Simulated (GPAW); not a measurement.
GPAW run on CuRh2S4 (Fd-3m, 14 atoms in the cell): self-consistent single point

Method of the run: PBEsol, LCAO dzp, GPAW PAW datasets PBEsol (made by gpaw-setup) run with GPAW.

The input file:

```python
from ase import Atoms
from gpaw import GPAW

atoms = Atoms(['Cu', 'Cu', 'Rh', 'Rh', 'Rh', 'Rh', 'S', 'S', 'S', 'S', 'S', 'S', 'S', 'S'],
              cell=[[0.000000, 4.853970, 4.853970],
                    [4.853970, 0.000000, 4.853970],
                    [4.853970, 4.853970, 0.000000]],
              scaled_positions=[[0.500000, 0.500000, 0.500000],
                                [0.750000, 0.750000, 0.750000],
                                [0.625000, 0.125000, 0.125000],
                                [0.125000, 0.125000, 0.625000],
                                [0.125000, 0.625000, 0.125000],
                                [0.125000, 0.125000, 0.125000],
                                [0.366200, 0.366200, 0.366200],
                                [0.348600, 0.883800, 0.883800],
                                [0.366200, 0.366200, 0.901400],
                                [0.883800, 0.348600, 0.883800],
                                [0.901400, 0.366200, 0.366200],
                                [0.883800, 0.883800, 0.883800],
                                [0.366200, 0.901400, 0.366200],
                                [0.883800, 0.883800, 0.348600]],
              pbc=True)

calc = GPAW(mode='lcao',
            h=0.18,
            basis='dzp',
            xc='PBEsol',
            kpts=(4, 4, 4),
            occupations={'name': 'marzari-vanderbilt', 'width': 0.05},
            symmetry={'symmorphic': False, 'tolerance': 0.0005},
            maxiter=100,
            txt='-')

atoms.calc = calc

energy = atoms.get_potential_energy()
print('Energy (eV):', round(energy, 6))
forces = atoms.get_forces()
print('Forces (eV/Ang):')
print(forces.round(5))
```

Output, abridged:

```
Input parameters:
  basis: dzp
  h: 0.18
  kpts: [4 4 4]
  maxiter: 100
  mode: lcao
  occupations: {name: marzari-vanderbilt,
                width: 0.05}
  symmetry: {symmorphic: False,
             tolerance: 0.0005}
  xc: PBEsol

species:
  Cu:
    name: Copper
    Z: 29.0
    valence: 11
    core: 18
    charge: 0.0
    file: Cu.PBEsol.gz

    # LCAO basis set for Cu:
    #   Name: dzp
    #   File: Cu.dzp.basis.gz
    #   Number of radial functions: 5
    #   Number of spherical harmonics: 15
    #     l=0, rc=8.9688 Bohr: 4s-sz confined orbital
    #     l=2, rc=5.1719 Bohr: 3d-sz confined orbital
    #     l=0, rc=5.3281 Bohr: 4s-dz split-valence wave
    #     l=2, rc=3.1406 Bohr: 3d-dz split-valence wave
    #     l=1, rc=8.9688 Bohr: p-type Gaussian polarization
    #   Number of RI-basis functions 0

  Rh:
    name: Rhodium
    Z: 45.0
    valence: 15
    core: 30
    charge: 0.0
    file: Rh.PBEsol.gz

    # LCAO basis set for Rh:
    #   Name: dzp
    #   File: Rh.dzp.basis.gz
    #   Number of radial functions: 9
    #   Number of spherical harmonics: 27
    #     l=0, rc=9.5469 Bohr: 5s-sz confined orbital
    #     l=1, rc=3.6250 Bohr: 4p-sz confined orbital
    #     l=1, rc=14.0938 Bohr: 5p-sz confined orbital
    #     l=2, rc=5.9844 Bohr: 4d-sz confined orbital
    #     l=0, rc=5.7031 Bohr: 5s-dz split-valence wave
    #     l=1, rc=2.4531 Bohr: 4p-dz split-valence wave
    #     l=1, rc=8.7031 Bohr: 5p-dz split-valence wave
    #     l=2, rc=3.5625 Bohr: 4d-dz split-valence wave
    #     l=1, rc=9.5469 Bohr: p-type Gaussian polarization
    #   Number of RI-basis functions 0

  S:
    name: Sulfur
    Z: 16.0
    valence: 6
    core: 10
    charge: 0.0
    file: S.PBEsol.gz

    # LCAO basis set for S:
    #   Name: dzp
    #   File: S.dzp.basis.gz
    #   Number of radial functions: 5
    #   Number of spherical harmonics: 13
    #     l=0, rc=5.5156 Bohr: 3s-sz confined orbital
   [... lines left out ...]
   3 Rh     3.640478    3.640478    1.213493    ( 0.0000,  0.0000,  0.0000)
   4 Rh     3.640478    1.213493    3.640478    ( 0.0000,  0.0000,  0.0000)
   5 Rh     1.213493    1.213493    1.213493    ( 0.0000,  0.0000,  0.0000)
   6 S      3.555048    3.555048    3.555048    ( 0.0000,  0.0000,  0.0000)
   7 S      8.579877    5.982033    5.982033    ( 0.0000,  0.0000,  0.0000)
   8 S      6.152892    6.152892    3.555048    ( 0.0000,  0.0000,  0.0000)
   9 S      5.982033    8.579877    5.982033    ( 0.0000,  0.0000,  0.0000)
  10 S      3.555048    6.152892    6.152892    ( 0.0000,  0.0000,  0.0000)
  11 S      8.579877    8.579877    8.579877    ( 0.0000,  0.0000,  0.0000)
  12 S      6.152892    3.555048    6.152892    ( 0.0000,  0.0000,  0.0000)
  13 S      5.982033    5.982033    8.579877    ( 0.0000,  0.0000,  0.0000)

Unit cell:
           periodic     x           y           z      points  spacing
  1. axis:    yes    0.000000    4.853970    4.853970    32     0.1752
  2. axis:    yes    4.853970    0.000000    4.853970    32     0.1752
  3. axis:    yes    4.853970    4.853970    0.000000    32     0.1752

  Lengths:   6.864550   6.864550   6.864550
  Angles:   60.000000  60.000000  60.000000

Effective grid spacing dv^(1/3) = 0.1911
     iter     time        total  log10-change:
                         energy   eigst   dens
iter:   1 --:--:--   -84.316944        c
iter:   2 --:--:--   -81.117626        c -1.27
iter:   3 --:--:--   -79.772103        c -1.34
iter:   4 --:--:--   -78.911552        c -1.41
iter:   5 --:--:--   -78.859676        c -1.55
iter:   6 --:--:--   -78.467210        c -1.99
iter:   7 --:--:--   -78.409593        c -2.21
iter:   8 --:--:--   -78.468695c       c -2.38
iter:   9 --:--:--   -78.391110        c -2.74
iter:  10 --:--:--   -78.388697        c -3.26
iter:  11 --:--:--   -78.388689c       c -3.40
iter:  12 --:--:--   -78.388616c       c -3.43
iter:  13 --:--:--   -78.388617c       c -4.14c
Converged after 13 iterations.

Dipole moment: (16.741897, 16.741897, 16.741897) |e|*Ang

Energy contributions relative to reference atoms: (reference = -696969.201403)

Kinetic:         -7.438026
Potential:       -2.657998
External:        +0.000000
XC:             -69.876674
Entropy (-ST):   +0.000597
Local:           +1.583483
SIC:             +0.000000
--------------------------
Free energy:    -78.388617
Extrapolated:   -78.388617

Showing only first 2 kpts
 Kpt  Band  Eigenvalues  Occupancy
  0    63      7.03764    2.00000
  0    64      7.49143    1.42207
  0    65      7.52129    0.57826
  0    66      9.52250    0.00000

  1    63      7.33912    2.00030
  1    64      7.42894    2.14217
  1    65      7.42894    2.14217
  1    66     10.01012    0.00000

Fermi level: 7.51252

No gap
No difference between direct/indirect transitions
Energy (eV): -78.388617

Forces in eV/Ang:
  0 Cu    0.00000    0.00000    0.00000
  1 Cu    0.00000    0.00000   -0.00000
  2 Rh   -0.00000    0.00000    0.00000
  3 Rh    0.00000   -0.00000    0.00000
  4 Rh    0.00000    0.00000    0.00000
  5 Rh    0.00000    0.00000    0.00000
  6 S     0.09076    0.09076    0.09076
  7 S    -0.09076    0.09076    0.09076
  8 S    -0.09076   -0.09076    0.09076
  9 S     0.09076   -0.09076    0.09076
 10 S     0.09076   -0.09076   -0.09076
 11 S    -0.09076   -0.09076   -0.09076
 12 S    -0.09076    0.09076   -0.09076
 13 S     0.09076    0.09076   -0.09076
```

The run converged in 13 iterations.

The starting cell comes from a database of computed structures (which also holds hypothetical and non-ambient phases and stackings), without a prior relaxation at this level. Its lattice was rescaled by a random factor within 2.5 % of one. Spin polarisation is off. Values carry the incompleteness of an atom-centred basis.

Cost on one core of a shared machine: roughly 10 min.
